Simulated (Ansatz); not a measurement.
The parent structure is CaSe in the rock salt structure (space group Fm-3m, No. 225; a = 5.869 Å).

Method: PBEsol (Ansatz, a first-principles code), spin-orbit coupling left out.

Strains are applied to the cell and any free atomic positions relax.

One change was made to it. Results:

```json
[
 {"quantity": "pressure", "base": "0.00 GPa", "after": "3.57 GPa"},
 {"quantity": "energy relative to the base (free energy F)", "base": "0 meV/atom", "after": "+16 meV/atom"},
 {"quantity": "electron mass", "base": "1.4 mₑ along k, 0.27 mₑ across (at X)", "after": "1.4 mₑ along k, 0.25 mₑ across (at X)"},
 {"quantity": "mean gap deformation potential ΔEg/Δln V", "base": "–", "after": "+2.8 eV"}
]
```

### Question
What was done to the base?
A) isotropic strain +2.50 %
B) isotropic strain −2.00 %
C) isotropic strain +3.00 %
D) isotropic strain −1.50 %

### Answer
B, isotropic strain −2.00 %. For comparison, the energy relative to the base in the other runs: isotropic strain +3.00 % gives +30 meV/atom; isotropic strain −1.50 % gives +8.7 meV/atom; isotropic strain +2.50 % gives +21 meV/atom.

Effective masses come from finite differences of ±0.01 Å⁻¹. Along k means along the line from Γ to the band edge. Gaps are read on the SCF mesh and a high-symmetry path. Stability against distortions was not tested.
